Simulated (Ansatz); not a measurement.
Work function of faces of fcc Pt in PBE and in r2SCAN, in Ansatz (plane waves, PAW). Symmetric slabs relaxed with PBE from ideal cuts in 1x1 cells (the lowest computed cut and spin start of each face; real faces may reconstruct in larger cells); r2SCAN values are single points on them, with the bulk at the same level. No spin-orbit coupling, no U.

```tsv
face	PBE (eV)	r2SCAN (eV)
(100)	5.66	5.73
(110)	5.27	5.28
(111)	5.69	5.76
(210)	5.28	5.31
(211)	5.55	5.60
(221)	5.39	5.42
(311)	5.54	?
(320)	5.25	5.26
(321)	5.38	5.41
```

Fit a straight line y = a·x + b by least squares to the 8 complete rows (x: PBE (eV); y: r2SCAN (eV)).

the means are x̄ = 5.4337 and ȳ = 5.4712; Σ(x − x̄)² = 0.21939 and Σ(x − x̄)(y − ȳ) = 0.24796, so a = 1.130 and b = ȳ − a·x̄ = -0.670. The largest residual is 0.013.

What does the line predict for the withheld row, (311), and what did the calculation give?

the line gives 5.59; the calculation gave 5.60, a miss of 0.01, of the size of the fitted rows' scatter and rounding.

Ansatz is a first-principles code.
